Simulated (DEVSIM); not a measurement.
Device: illuminated Si p-on-n cell, one wavelength, at 400 K.

Layer 1 from the left is Si, thickness (μm) 0.150, Na (cm⁻³) 2.5e18, τn (s) 4e-5, τp (s) 1.9e-5, absorption coefficient (cm⁻¹) 27000. Layer 2 from the left is Si, thickness (μm) 25.0, Nd (cm⁻³) 2.3e15, τn (s) 0.00019, τp (s) 0.00019, absorption coefficient (cm⁻¹) 27000.

Left contact: ohmic, minority electron recombination velocity 40000 cm/s. Right contact: ohmic, minority hole recombination velocity 5000 cm/s. Voltage is applied to the left contact. Recombination: SRH at mid-gap, radiative, Auger. Light enters at the left, 4e16 photons cm⁻² s⁻¹, one pass, no reflection. Mobility is constant in doping.

The device is made up for the run: typed textbook-type constants, with dimensions and the other settings drawn at random. Values at 300 K; Nc and Nv go as T^1.5, mobilities as T to minus their exponent, the gap by Varshni's rule with the affinity fixed.

Si: gap (eV) 1.124, affinity (eV) 4.05, permittivity 11.7, Nc (cm⁻³) 2.86e19, Nv (cm⁻³) 3.1e19, μn (cm²/Vs) 1417, μp (cm²/Vs) 470, T exponent of μn 2.3, T exponent of μp 2.2, B (cm³/s) 4.7e-15, Cn (cm⁶/s) 2.8e-31, Cp (cm⁶/s) 9.9e-32, Varshni α (eV/K) 0.000473, Varshni β (K) 636.

Simulated with DEVSIM: 1D drift-diffusion, Boltzmann statistics, complete ionisation; no tunnelling, impact ionisation, image-force lowering or self-heating.

Dark forward current:

```csv
|V| (V),|J| (A/cm²)
0.05,1.547e-5
0.10,8.131e-5
0.15,0.0003617
0.20,0.001555
0.25,0.006624
0.30,0.02792
0.35,0.1141
0.40,0.4313
0.45,1.442
0.50,4.260
0.55,11.41
0.60,28.57
0.65,68.28
0.70,156.6
0.75,339.2
0.80,678.9
0.85,1240
0.90,2074
```

### Question
Work out the local ideality factor n = ΔV / (kT/q · ln(J2/J1)) between the rows 0.15 and 0.20 V, 0.85 and 0.90 V.

### Answer
kT/q = 34.47 mV. From 0.15 to 0.20 V: ln(0.001555/0.0003617) = 1.458, n = 0.99, near the 1 of diffusion or emission over a barrier. From 0.85 to 0.90 V: ln(2074/1240) = 0.514, n = 2.82.

### Question
What current could the absorbed light give at most, and what share is collected?

### Answer
Σ αd = 67.9, so qΦ(1 − exp(−Σ αd)) = 6.41 mA/cm². The simulated short-circuit current is 6.365 mA/cm², a share of 0.99.

### Question
Estimate the open-circuit voltage by superposition: the voltage at which the dark current equals that short-circuit current.

### Answer
Interpolating ln J in the table gives 0.249 V. The simulation gives 0.249 V, the same within the digits that matter. Superposition holds where collection doesn't change with voltage.
